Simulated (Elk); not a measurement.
A self-consistent single point of HfBRh3 (Pm-3m, 5 atoms in the cell) with Elk.

Method: PBEsol, all-electron FP-LAPW, Elk's shipped species files, APW+lo basis with extra local orbitals (Elk).

The change in words: lattice scaled by 0.98. Reference geometry:
```xyz
5
Lattice="4.0953 0.0000 0.0000 0.0000 4.0953 0.0000 0.0000 0.0000 4.0953" Properties=species:S:1:pos:R:3 pbc="T T T"
Hf     0.0000     0.0000     0.0000
B      2.0476     2.0476     2.0476
Rh     0.0000     2.0476     2.0476
Rh     2.0476     0.0000     2.0476
Rh     2.0476     2.0476     0.0000
```

Reference input (self-consistent single point, DFT, PBEsol, all-electron FP-LAPW, Elk's shipped species files, APW+lo basis with extra local orbitals): xctype = 22; rgkmax = 7.5; stype = 0; swidth = 0.00183747 Ha; ngridk = 6 6 6; tforce = true; gmaxvr = 18 1/bohr; lmaxapw = 10; lmaxo = 8; nxlo = 2; lorbcnd = true; lradstp = 2. This run's input differs from it in these lines:

```diff
@@ -46,5 +46,5 @@
 avec
-    7.7389198091    0.0000000000    0.0000000000
-    0.0000000000    7.7389198091    0.0000000000
-    0.0000000000    0.0000000000    7.7389198091
+    7.5841417909    0.0000000000    0.0000000000
+    0.0000000000    7.5841417909    0.0000000000
+    0.0000000000    0.0000000000    7.5841417909
```

The program printed (abridged):

```
│ Self-consistent loop started │
│ Loop number : 1 │
 total energy                :     -29450.7569242
│ Loop number : 2 │
 total energy                :     -29452.0267621
RMS change in Kohn-Sham potential (target) :    1.331674215     (  0.1000000000E-05)
Absolute change in total energy (target)   :    1.269837895     (  0.1000000000E-03)
│ Loop number : 3 │
 total energy                :     -29451.6437953
RMS change in Kohn-Sham potential (target) :    1.323011066     (  0.1000000000E-05)
Absolute change in total energy (target)   :   0.6550735185E-01 (  0.1000000000E-03)
│ Loop number : 4 │
   [... lines left out ...]
Absolute change in total energy (target)   :   0.8197054740E-03 (  0.1000000000E-03)
│ Loop number : 16 │
 total energy                :     -29466.9324415
RMS change in Kohn-Sham potential (target) :   0.1372778568E-05 (  0.1000000000E-05)
Absolute change in total energy (target)   :   0.5173042809E-03 (  0.1000000000E-03)
│ Loop number : 17 │
 total energy                :     -29466.9325526
RMS change in Kohn-Sham potential (target) :   0.4725675488E-06 (  0.1000000000E-05)
Absolute change in total energy (target)   :   0.1821388651E-04 (  0.1000000000E-03)
Convergence targets achieved

│ Loop number : 18 │

Energies :
 Fermi                       :     0.535264719089
 total energy                :     -29466.9325263

Density of states at Fermi energy :    14.35649384
 (states/Hartree/unit cell)

Estimated indirect band gap :   0.7817293407E-02
 from k-point      3 to k-point     20
Estimated direct band gap   :   0.1582846644E-01
 at k-point     20

Charges :
 core                        :    132.0000000
 valence                     :    80.00000000
 interstitial                :    11.30073102
 muffin-tins (core leakage)
  species :    1 (Hf)
   atom    1                 :    69.07131468     (  0.1606018983E-04)
  species :    2 (B)
   atom    1                 :    3.380097387     (  0.6754188435E-03)
  species :    3 (Rh)
   [... lines left out ...]
   total force               :     0.00000000   -0.00000000    0.00000000
   total magnitude           :     0.00000000
  atom :    3
   Hellmann-Feynman          :    -0.00000000    0.00000000    0.00000000
   IBS                       :     0.00000000   -0.00000000    0.00000000
   total force               :    -0.00000000   -0.00000000    0.00000000
   total magnitude           :     0.00000000
```

The run converged in 18 iterations. The count includes the last loop, which Elk runs after its targets are met. Against the reference run the total energy rises by 24.3 meV/atom.

The starting cell comes from a database of computed structures (which also holds hypothetical and non-ambient phases and stackings), without a prior relaxation at this level. For this run, on top of that: lattice scaled by 0.98. Spin-orbit coupling is off. Spin polarisation is off. Values depend on the basis (sphere radii, cutoffs, local orbitals), which need not be converged. The log's line on a gap gives a spacing of levels on this mesh, which the program prints for metals too.

Cost on one core of a shared machine: roughly 3 min.
